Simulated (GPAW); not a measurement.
Band structure of BaZrO₃ (Pm-3m, 5 atoms in the cell).

```
CELL_PARAMETERS angstrom
      4.21239     0.00000     0.00000
      0.00000     4.21239     0.00000
      0.00000     0.00000     4.21239
ATOMIC_POSITIONS crystal
  Ba 0.00000 0.00000 0.00000
  Zr 0.50000 0.50000 0.50000
  O  0.50000 0.00000 0.50000
  O  0.00000 0.50000 0.50000
  O  0.50000 0.50000 0.00000
```

Computed with PBEsol, GPAW PAW datasets PBEsol (made by gpaw-setup) (plane waves; GPAW).

Settings: mode = pw; ecut = 950 eV; xc = PBEsol; kpts = 8 8 8; mesh shift (steps) = 0 0 0; occupations.name = fermi-dirac; occupations.width = 0.05 eV; nbands = -6; convergence.bands = -4; symmetry.symmorphic = false; symmetry.tolerance = 0.0005; maxiter = 150; bandpath_npoints = 40.

The starting cell comes from a database of computed structures (which also holds hypothetical and non-ambient phases and stackings), without a prior relaxation at this level.

Task: Predict the gap along the standard path and the places of the band edges.

Result: The gap along the path is 3.08 eV, from R to Γ; the smallest direct gap on it is 3.32 eV.

Levels in eV from the top of the valence band on the SCF mesh, bands 17 to 24:
```tsv
point	17	18	19	20	21	22	23	24
Γ	-0.98	-0.23	-0.23	-0.23	3.08	3.08	3.08	4.56
X	-1.73	-1.67	-0.47	-0.47	3.51	5.58	5.58	6.34
M	-0.94	-0.94	-0.83	-0.07	5.56	5.56	6.34	6.38
R	-2.54	0.00	0.00	0.00	5.88	5.88	5.88	6.86
```
